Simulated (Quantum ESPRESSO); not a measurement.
Habitual settings against a tight run: Cu (Fm-3m, 1 atom in the cell)

Self-consistent single point.

```
CELL_PARAMETERS angstrom
      0.00000     1.80124     1.80124
      1.80124     0.00000     1.80124
      1.80124     1.80124     0.00000
ATOMIC_POSITIONS crystal
  Cu 0.00000 0.00000 0.00000
```

Method: revPBE, PSlibrary PAW (PBE) pseudopotentials (plane waves; Quantum ESPRESSO).

Base settings: ecutwfc = 50 Ry; ecutrho = 300 Ry; occupations = smearing; smearing = marzari-vanderbilt; degauss = 0.0099958 Ry; input_dft = revpbe; potentials = {Cu: Cu.pbe-dn-kjpaw_psl.1.0.0.UPF}; K_POINTS = automatic 11 11 11 1 1 1; conv_thr = 1e-10 Ry.

Tight run (finer mesh or higher cutoff; not a proven limit): ecutwfc: 50 Ry → 70 Ry; ecutrho: 300 Ry → 420 Ry; conv_thr: 1e-10 Ry → 7.3e-11 Ry; K_POINTS: automatic 11 11 11 1 1 1 → automatic 15 15 15 1 1 1. It gave Fermi level (on the code's own zero) 12.99 eV; pressure 6.90 GPa.

Quick runs, as changes from the base:
- A: the base itself
- B: ecutwfc: 50 Ry → 30 Ry; ecutrho: 300 Ry → 180 Ry; smearing: marzari-vanderbilt → methfessel-paxton; K_POINTS: automatic 11 11 11 1 1 1 → automatic 1 1 1 1 1 1
- C: ecutwfc: 50 Ry → 25 Ry; ecutrho: 300 Ry → 150 Ry; smearing: marzari-vanderbilt → gaussian; degauss: 0.0099958 Ry → 0.0147 Ry; conv_thr: 1e-10 Ry → 7.3e-05 Ry; K_POINTS: automatic 11 11 11 1 1 1 → automatic 2 2 2 1 1 1
- D: ecutwfc: 50 Ry → 35 Ry; ecutrho: 300 Ry → 210 Ry; smearing: marzari-vanderbilt → gaussian; degauss: 0.0099958 Ry → 0.036749 Ry; K_POINTS: automatic 11 11 11 1 1 1 → automatic 4 4 4 1 1 1
- E: ecutwfc: 50 Ry → 35 Ry; ecutrho: 300 Ry → 210 Ry; smearing: marzari-vanderbilt → fermi-dirac; degauss: 0.0099958 Ry → 0.019992 Ry; K_POINTS: automatic 11 11 11 1 1 1 → automatic 8 8 8 1 1 1
- F: K_POINTS: automatic 11 11 11 1 1 1 → automatic 4 4 4 1 1 1

Energies are extrapolated to zero smearing width, which holds to low order in the width alone (under cold and Methfessel-Paxton smearing the free energy itself is taken).

Dashes: pressure of C, not trusted under this conv_thr with d or f elements.

The count of work is k-points × plane waves × bands × iterations; it is no time. 

The starting cell comes from a database of computed structures (which also holds hypothetical and non-ambient phases and stackings), without a prior relaxation at this level. Its lattice was rescaled by a random factor within 2.5 % of one. Spin polarisation is off. In the base run, with a pressure of about 5 GPa the cell is away from its equilibrium volume at this level.

| run | energy less tight (meV/atom) | pressure less tight (GPa) | count of work / tight |
|---|---|---|---|
| A | 12.8 | -1.46 | 0.26 |
| B | 3603.9 | 20.63 | 0.0017 |
| C | 2188.2 | – | 0.00078 |
| D | 111.3 | 0.09 | 0.012 |
| E | 65.7 | -0.81 | 0.063 |
| F | 79.5 | 0.68 | 0.020 |

Among the runs at the tight run's level, the energy misses run from 12.8 to 3603.9 meV/atom.
